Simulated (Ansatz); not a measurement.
**Ti3Al: biaxial strain +0.48 %, plane normal [001], relaxed out of plane**

Consider Ti3Al (space group P6_3/mmc, No. 194; a = 5.755 Å, c = 4.655 Å). Axes: x lies along a and z along c of the hexagonal cell.

Perturbation: tensile biaxial strain of 0.48 % in the plane normal to [001], as in epitaxy on a mismatched substrate; the out-of-plane cell vector and the atoms relax.

Method: plane-wave PAW DFT at the PBE level (Ansatz, a program for electronic structure, 420 eV), spin-orbit coupling left out, earlier PAW set. Γ-centred 10×10×10 mesh, Fermi–Dirac width 0.05 eV.

| quantity | base | changed | shift |
|---|---|---|---|
| volume per atom | 16.69 Å³ | 16.80 Å³ | +0.11 Å³ |
| space group | P6_3/mmc (No. 194) | P6_3/mmc (No. 194) | – |
| shortest interatomic distance | 2.824 Å | 2.838 Å | +0.014 Å |
| energy relative to the base (free energy F) | 0 meV/atom | +0.6 meV/atom | +0.6 meV/atom |
| pressure (mean of the normal stresses, compression positive) | 0.0 GPa | -0.7 GPa | -0.7 GPa |
| band gap | zero | zero | – |
| out-of-plane strain (rough) | – | -0.27 % | – |
| mean in-plane stress (compression positive) (rough) | – | -1.1 GPa | – |

Final structure (turned so that z lies along the plane normal):

```
Ti3Al
1.0
    5.78293     0.00000     0.00000
    2.89146     5.00816     0.00000
    0.00000     0.00000     4.64194
Ti Al
6 2
Direct
  0.83028   0.83028   0.25000
  0.16972   0.66055   0.75000
  0.33945   0.83028   0.25000
  0.16972   0.16972   0.75000
  0.83028   0.33945   0.25000
  0.66055   0.16972   0.75000
  0.33333   0.33333   0.25000
  0.66667   0.66667   0.75000
```

Without a gap, meshes like the base's 10×10×10 leave anisotropic stresses uncertain by several tenths of a GPa, and small strain energies with them. No phonon test of stability was made. All final runs are without spin polarisation.
